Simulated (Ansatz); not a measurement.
**Response to strain in Ti**

Base system: Ti in the hcp (Mg type) structure (space group P6_3/mmc, No. 194; a = 2.902 Å, c = 4.593 Å; relaxed with 0.1 eV smearing). Axes: x lies along a and z along c of the hexagonal cell.

Strains are applied to the cell and any free atomic positions relax.

Calculations: PBEsol (Ansatz, a quantum-chemistry and plane-wave program; PAW; 420 eV plane waves; scalar-relativistic without spin-orbit coupling).

Notes on the quantities. energy relative to the base: free energy F.

```tsv
variant	energy relative to the base	shortest interatomic distance
base	0 meV/atom	2.843 Å
tensor shear ε_xz = +0.29 %	+0.1 meV/atom	2.836 Å
tensor shear ε_xz = +1.14 %	+1.0 meV/atom	2.816 Å
tensor shear ε_xz = +1.43 %	+1.6 meV/atom	2.809 Å
tensor shear ε_xz = +0.57 %	+0.3 meV/atom	2.829 Å
tensor shear ε_xz = +0.86 %	+0.6 meV/atom	2.822 Å
tensor shear ε_xz = +2.00 %	+3.2 meV/atom	2.796 Å
tensor shear ε_xz = +1.71 %	+2.4 meV/atom	2.803 Å
```

Whether these cells are dynamically stable was not tested. The final runs are not spin-polarised.
